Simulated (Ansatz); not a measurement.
Amorphous Ti16Si32

Preparation: random packing, a CHGNet melt and quench, and a DFT relaxation. The hot cell started wider than the set density and was brought back towards it in steps. It is the lowest in DFT energy of 2 quenches. It is a model cell: composition and starting density were chosen by hand, and all elements were melted together. No dispersion term was used.

The numbers are results of PBE, scalar-relativistic without spin-orbit coupling (plane waves to 420 eV, PAW; Ansatz, a quantum-chemistry and plane-wave program), not measurements. Geometry, pressure, stress and energy are those of the PBE run. Its sampling: a 2×2×2 Γ-centred mesh; Fermi-Dirac width 0.1 eV; no spin polarisation.

```yaml
number_of_atoms_in_the_cell: 48
Density (volume relaxed, without dispersion): 3.75 g/cm^3
volume_per_atom: 15.35 Å³
Pressure on a 2×2×2 Γ-centred mesh: 0.12 GPa
Largest force and stress component on that mesh (the relaxation ran on one k-point at (1/4, 1/4, 1/4)): 0.26 eV/Å and 0.6 GPa
Energy relative to TiSi2 (Cmcm) (lowest mix at this level among the phases computed, not always the ambient ones): 0.298 eV/atom
Gap on a 2×2×2 Γ-centred mesh (PBE): within the smearing (under twice its width)
```

Bonds are counted up to Ti-Ti 3.96 Å, Ti-Si 3.28 Å, Si-Si 2.74 Å.

```
Quantity                                                                                    Value
-----------------------  ------------------------------------------------------------------------
Mean coordination of Ti  13.88 (1 with 11, 1 with 12, 4 with 13, 4 with 14, 5 with 15, 1 with 16)
Mean coordination of Si       7.81 (1 with 5, 2 with 6, 7 with 7, 15 with 8, 6 with 9, 1 with 10)
Mean Ti-Si bond                                             2.698 Å (spread 0.164 Å, 140 counted)
Mean Si-Si bond                                              2.538 Å (spread 0.097 Å, 55 counted)
```

Its density started from a set value of 3.69 g/cm³. The simulated quench (nominally 240 K/ps over its main leg) is rapid and tends to freeze in more defects than a deposited or slowly cooled glass has. A cell of this size samples the disorder only roughly. Volume and shape were free in the relaxation. Stress components on the final sampling reach 0.6 GPa. On a 2×2×2 Γ-centred mesh force components of up to 0.26 eV/Å stay, since the relaxation ran on one k-point at (1/4, 1/4, 1/4).
